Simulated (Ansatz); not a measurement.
## TiB2: energy against strain

TiB2 (AlB2 type, P6/mmm, 8.371 Å³/atom and stress up to 0.01 GPa in the relaxed cell, c along z) under a strain ε along c (axis z), the other axes held. PBEsol in Ansatz, a plane-wave DFT program (PAW, default set), 420 eV, 13×13×10 Γ-centred mesh, Fermi-Dirac smearing 0.05 eV; ions are relaxed, or left where forces stay under 0.02 eV/Å, within the symmetry of each cell.

Here s stands for strain and y for E less E0.

| strain (%) | E less E0 (meV/atom) |
|---|---|
| -1.50 | 2.77 |
| -1.00 | 1.22 |
| -0.50 | 0.31 |
| 0.00 | 0.00 |
| 0.50 | 0.29 |
| 1.00 | 1.18 |
| 1.50 | 2.66 |
| 3.00 | ? |

Taking a parabola for y over the 7 complete rows: Least squares gives y = -0.003 - 0.0307·s + 1.2071·s². Residuals (row less fit): 0.011, -0.015, -0.004, 0.003, 0.007, 0.007, -0.007; standard error 0.011 (degrees of freedom: 4). Twice the quadratic coefficient over the volume, 2 × 1.2071 meV × 10⁴ × 0.1602 / 8.371 Å³, is the elastic constant C33 = about 460 GPa.

Problem. What does the fit predict for y at s = 3.00, and how far is the calculated value from it?

Solution. y = -0.003 - 0.0307 × 3.0 + 1.2071 × 3.0² = 10.769 meV/atom. The calculation gives 10.50 meV/atom, 0.269 meV/atom below the prediction (2.6 % of the range of y in the table). The row lies outside the fitted rows, so this is an extrapolation. From the scatter of the fitted rows alone, a prediction at this place has a standard error of 0.043 meV/atom, so the miss is 6.3 times that.

A polynomial of degree 3 through the 12 other runs of the series gives 10.45 there, so most of the miss is curvature that the fit leaves out. In a metal these values are sensitive to mesh and smearing; energies are taken to zero smearing, stresses follow the free energy. The runs aren't spin-polarised. Rows are the converged runs of the series near zero and its far end; series whose fitted rows scatter by over a few per cent of the range, as at a crossing or softening among them, aren't shown in this form, nor equations of state whose B0' disagrees with the runs' pressures. Most that stay on the fit to the last digits aren't either.
